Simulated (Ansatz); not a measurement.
The starting structures come from a database of crystals and need not be the phases stable at ambient conditions.

Crystal: Li6TeO6 (R-3, not sure to be the ambient phase, 13 atoms a cell, 9.5 Å³ an atom); planes in its conventional cell.

These are r2SCAN (plane waves, PAW; Ansatz, a program for electronic structure) values and carry that method's errors.

The gap is the functional's own. No spin-orbit coupling. Mid-gap values are interpolated on the energy grid.

| plane | area of the cell (Å²) | mid-gap κ (1/Å) | largest κ in the gap (1/Å) |
|---|---|---|---|
| (001) | 53.5 | 0.39 | 0.40 |
| (100) | 54.5 | (withheld) | (withheld) |

Q: The slowest decay depends on the direction. Supply the withheld values.

A: 
- (100), mid-gap κ (1/Å): 0.42
- (100), largest κ in the gap (1/Å): 0.43
